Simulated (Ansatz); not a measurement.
For ZrC (model structure, started from the NbAs type, I4₁md, No. 109, 4 atoms in the cell), PBE (Ansatz, an electronic-structure program, PAW) gives:

| Item | Value |
|---|---|
| lattice parameter a | 3.061 Å |
| c axis length | 11.524 Å |

Q: What does r²SCAN+rVV10 in Ansatz (plane waves, PAW) give for the same quantities?

A: 
- lattice constant a: 3.055 Å (decreases by 0.2 %)
- lattice parameter c: 11.466 Å (drops by 0.5 %)

Changes are worked out from the printed values.

Unless a cell is named, each level is at its own relaxed cell (PBE 13.49, r²SCAN+rVV10 13.38 Å³/atom).

Ansatz's density-functional and Hartree–Fock values are scalar-relativistic unless marked +SOC, with PAW data made under PBE.

A model structure was made by putting elements into a prototype or built by hand; it is no filed structure, need not be a known phase, and can be a saddle point held by its symmetry.
